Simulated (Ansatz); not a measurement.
The starting structures come from a database of crystals and need not be the phases stable at ambient conditions.

Data:

```
TiO2
1.0
    4.54535     0.00000     0.00000
    0.00000     5.51962     0.00000
    0.00000     0.00000     4.90920
Ti O
4 8
Direct
  0.50000   0.32701   0.75000
  0.50000   0.67299   0.25000
  0.00000   0.17299   0.25000
  0.00000   0.82701   0.75000
  0.27145   0.38172   0.08135
  0.72855   0.61828   0.91865
  0.22855   0.11828   0.58135
  0.77145   0.88172   0.41865
  0.77145   0.11828   0.91865
  0.22855   0.88172   0.08135
  0.72855   0.38172   0.41865
  0.27145   0.61828   0.58135
```

Space group of this cell: Pbcn. The cell is taken as given; by r2SCAN its mean pressure is -1.2 GPa.

All values below come from r2SCAN (plane waves, PAW; Ansatz, an electronic-structure program).

The current runs along the normal of the first two printed vectors; no spin-orbit coupling. Scaled by the factor s: the length along the current (ions clamped). Meshes 8×6×6 and 8×6 across the current in all rows.

```
s     mean pressure (GPa)  band gap (eV)
----  -------------------  -------------
0.97                  7.5           3.14
1.00                 -1.2           2.99
1.03                 -8.5              ?
```

Take the slope of the band gap against ln s from the two given rows, extrapolate to s = 1.03, and say what the run there gives.

Slope = (3.14 − 2.99) / ln 0.97 = -4.92 eV. The line gives 2.99 + (-4.92) × ln 1.03 = 2.84 eV. The run gives 2.82 eV, 0.02 eV under the line, 17 % of the predicted step.
